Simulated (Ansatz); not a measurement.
SnTe in the rock salt structure (space group Fm-3m, No. 225)

```xyz
2
Lattice="0.0000 3.1848 3.1848 3.1848 0.0000 3.1848 3.1848 3.1848 0.0000" Properties=species:S:1:pos:R:3 pbc="T T T"
Sn     0.0000     0.0000     0.0000
Te     3.1848     3.1848     3.1848
```

The values are results of r2SCAN, PAW, 500 eV (Ansatz, a quantum-chemistry and plane-wave program; no SOC), not measurements. Γ-centred 13×13×13 mesh, Fermi–Dirac width 0.05 eV.

| Property | Value |
|---|---|
| Volume per atom | 32.30 Å³ |
| Density | 6.33 g/cm³ |
| Band gap | 0.13 eV, direct at L |
| Electron mass | 0.065 mₑ along k, 0.14 mₑ across |
| Lowest conduction-band minima above the VBM | L along ⟨111⟩ 0.13 eV; a point along ⟨110⟩, about 0.6 Å⁻¹ from Γ 0.63 eV; a point along ⟨100⟩, about 0.3 Å⁻¹ from Γ 1.00 eV |
| Total energy | -6516.994 eV/atom (σ→0; compares only within this code and set-up) |

Spin-orbit coupling, missing from the scalar runs, can matter with Te. Effective masses come from finite differences of ±0.01 Å⁻¹. Along k means along the line from Γ to the band edge. Stability against distortions was not tested. The zero or small gap of SnTe can change with the level of theory.
